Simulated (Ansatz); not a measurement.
**ZrSi2 (space group Cmcm, No. 63)**

```yaml
crystal:
  lattice:
    - [1.85229, -7.39763, 0.00000]
    - [1.85229, 7.39763, 0.00000]
    - [0.00000, 0.00000, 3.67900]
  atoms:
    - { symbol: Si, position: [0.94686, 0.05314, 0.75000] }
    - { symbol: Si, position: [0.05314, 0.94686, 0.25000] }
    - { symbol: Si, position: [0.24979, 0.75021, 0.75000] }
    - { symbol: Si, position: [0.75021, 0.24979, 0.25000] }
    - { symbol: Zr, position: [0.60539, 0.39461, 0.75000] }
    - { symbol: Zr, position: [0.39461, 0.60539, 0.25000] }
```

Computed with PBE in Ansatz (plane waves to 420 eV, PAW, no SOC), earlier PAW set. Settings: 13×13×13 k-points, 0.05 eV Fermi–Dirac smearing.

```yaml
volume_per_atom: 16.80 Å³
density: 4.86 g/cm³
band_gap: zero
total_energy: -1819.159 eV/atom (σ→0; compares only within this code and set-up)
```

Whether these cells are dynamically stable was not tested. The final runs are not spin-polarised.

Ansatz is an electronic-structure program.
